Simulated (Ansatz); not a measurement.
Consider interstitial P in zinc-blende GaP, charge state -1. The step: a concerted move, in which P travels most (a rearrangement that moves the defect's centre by under 1 Å); the atom moves 0.58 Å along (-0.07, 0.00, 0.07) of the unit cell; the moving atom starts with neighbours Ga at 2.28, Ga at 2.31; P at 2.14 Å and ends with Ga at 2.28, Ga at 2.31; P at 2.14 Å. DFT values are from Ansatz (plane-wave PAW, 420 eV unless said) in a cell of 64 host sites, spin-restricted, static, with no finite-size correction. The charge state is imposed; whether it is stable for some Fermi level was not computed. Sites that were not tried may lie lower. The order of the sites in energy changes with the mesh. For the PBE band: the program found a first-order saddle point.

| Level | Forward barrier (eV) | Cost of the band or of the saddle's single point |
|---|---|---|
| CHGNet universal potential (has no charge state), its own band | 0.06 | - |
| PBE, one k-point at (0.250, 0.250, 0.250), band relaxed | 0.17 | about 110 core-minutes (a rough figure) |
| PBE, a 2×2×2 k-point mesh shifted by half a step, same geometries | 0.15 | around 6 core-minutes (rough) |
| r2SCAN at 500 eV, one k-point at (0.250, 0.250, 0.250), same geometries | 0.17 | roughly 3 core-minutes |

Ansatz is a first-principles code.
